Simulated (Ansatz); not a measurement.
**InAgTe2: isotropic strain −3.00 %**

Take InAgTe2 in the chalcopyrite structure (space group I-42d, No. 122; a = 6.354 Å, c = 12.637 Å) as the base.

The change: the cell is scaled by 0.9700 in all directions, atoms relaxed at fixed cell.

Computed with LDA (Ansatz, a quantum-chemistry and plane-wave program, PAW, scalar-relativistic without spin-orbit coupling). k-mesh 7×7×7 (Γ-centred); smearing 0.05 eV (Fermi–Dirac).

The volume per atom falls by 2.78 Å³ (31.88 Å³ → 29.10 Å³) and the space group stays I-42d (No. 122). The shortest interatomic distance falls by 0.085 Å to 2.624 Å and the energy increases by 45 meV/atom. The pressure (mean of the normal stresses, compression positive) goes from zero to 5.7 GPa and the band gap changes from zero to 0.28 eV. The electron mass comes out as 0.029 mₑ along c, 0.033 mₑ across (at Γ) and the valence-band top at Γ (three highest levels, from the VBM) comes out as 0.00, -0.06, -0.06 eV. The valley order (the lowest conduction-band minima on the path, energy above the VBM, named in the base's zone) becomes Γ 0.28 eV; X (0, 0, 1/2) 0.90 eV; M (1/2, 1/2, 1/2) 1.43 eV (base: Γ 0.04 eV; X (0, 0, 1/2) 0.80 eV; M (1/2, 1/2, 1/2) 1.43 eV).

With Te present, leaving out spin-orbit coupling can change the band edges. Effective masses come from finite differences of ±0.01 Å⁻¹. Whether these cells are dynamically stable was not tested. All final runs are without spin polarisation. Gaps under 0.05 eV, about the width of the smearing, are given as zero. The zero or small gap of InAgTe2 can change with the level of theory.
